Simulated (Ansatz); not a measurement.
# How a calculation on Sc7Cl10 (C2/m, 17 atoms in the cell) responds to its settings

```
CELL_PARAMETERS angstrom
      9.47013    -1.79872     0.00000
      9.47013     1.79872     0.00000
     -0.43052     0.00000    12.45326
ATOMIC_POSITIONS crystal
  Cl 0.89020 0.89020 0.12080
  Cl 0.10980 0.10980 0.87920
  Cl 0.09880 0.09880 0.35480
  Cl 0.90120 0.90120 0.64520
  Sc 0.81640 0.81640 0.46930
  Sc 0.18360 0.18360 0.53070
  Cl 0.55650 0.55650 0.11920
  Cl 0.44350 0.44350 0.88080
  Cl 0.21500 0.21500 0.14070
  Cl 0.78500 0.78500 0.85930
  Cl 0.41550 0.41550 0.40420
  Cl 0.58450 0.58450 0.59580
  Sc 0.68910 0.68910 0.29350
  Sc 0.31090 0.31090 0.70650
  Sc 0.00000 0.00000 0.00000
  Sc 0.33140 0.33140 0.24660
  Sc 0.66860 0.66860 0.75340
```

Base run A: PBEsol, default PAW files made with PBE (Ansatz, a first-principles code), self-consistent single point.

Its settings: basis.ecutwfc = 420 eV; kpoints.mp_grid.grid = 4 4 1; hamiltonian.xc = pbesol; hamiltonian.pseudopotentials = {kind: paw} (the program's default PAW files); scf.occupations.method = cold; scf.occupations.width = 0.136 eV.

The starting cell comes from a database of published, mostly measured structures (it also holds non-ambient and calculated ones), without a prior relaxation at this level. Its lattice was rescaled by a random factor within 2.5 % of one. In the base run, with a pressure of about -4 GPa the cell is away from its equilibrium volume at this level. Ansatz's pressure includes its estimate of the finite-basis (Pulay) stress. Without a gap this mesh is coarse (it stands for a supercell whose shortest vector is 12 Å).

ΔF is the free energy per atom less that of run A. 

Run A gave: pressure (GPa) -3.75; largest force (eV/Å) 0.698; iterations 13.

Runs:
- B: scf.mixing.algorithm, scf.mixing.beta = anderson, 0.02
- C: scf.mixing.algorithm, scf.mixing.beta = anderson, 0.05
- D: scf.mixing.algorithm, scf.mixing.beta = anderson, 0.1
- E: scf.mixing.algorithm, scf.mixing.beta = anderson, 0.2
- F: scf.mixing.algorithm, scf.mixing.beta = anderson, 0.3
- G: scf.mixing.algorithm, scf.mixing.beta = anderson, 0.5
- H: scf.mixing.algorithm, scf.mixing.beta = anderson, 0.7
- I: scf.mixing.algorithm, scf.mixing.beta = anderson, 0.9
- J: scf.mixing.algorithm, scf.mixing.beta = anderson, 1

Task: Which runs reach the base run's state, and which is quickest in iterations?

Result: Runs B, C, D, E, F, G, H, I, J gave the same state as A (within 1 meV/atom). The fewest iterations to that state were 12 (G); the most were 48.

```json
[
 {"run": "A", "ΔF (meV/atom)": "0.00", "pressure (GPa)": "-3.75", "largest force (eV/Å)": "0.698", "iterations": "13"},
 {"run": "B", "ΔF (meV/atom)": "0.00", "pressure (GPa)": "-3.75", "largest force (eV/Å)": "0.698", "iterations": "48"},
 {"run": "C", "ΔF (meV/atom)": "0.00", "pressure (GPa)": "-3.75", "largest force (eV/Å)": "0.698", "iterations": "21"},
 {"run": "D", "ΔF (meV/atom)": "0.00", "pressure (GPa)": "-3.75", "largest force (eV/Å)": "0.698", "iterations": "17"},
 {"run": "E", "ΔF (meV/atom)": "0.00", "pressure (GPa)": "-3.75", "largest force (eV/Å)": "0.698", "iterations": "14"},
 {"run": "F", "ΔF (meV/atom)": "0.00", "pressure (GPa)": "-3.75", "largest force (eV/Å)": "0.698", "iterations": "13"},
 {"run": "G", "ΔF (meV/atom)": "0.00", "pressure (GPa)": "-3.75", "largest force (eV/Å)": "0.698", "iterations": "12"},
 {"run": "H", "ΔF (meV/atom)": "0.00", "pressure (GPa)": "-3.75", "largest force (eV/Å)": "0.698", "iterations": "14"},
 {"run": "I", "ΔF (meV/atom)": "0.00", "pressure (GPa)": "-3.75", "largest force (eV/Å)": "0.698", "iterations": "14"},
 {"run": "J", "ΔF (meV/atom)": "0.00", "pressure (GPa)": "-3.75", "largest force (eV/Å)": "0.698", "iterations": "15"}
]
```

Keys are those of Ansatz 0.2.
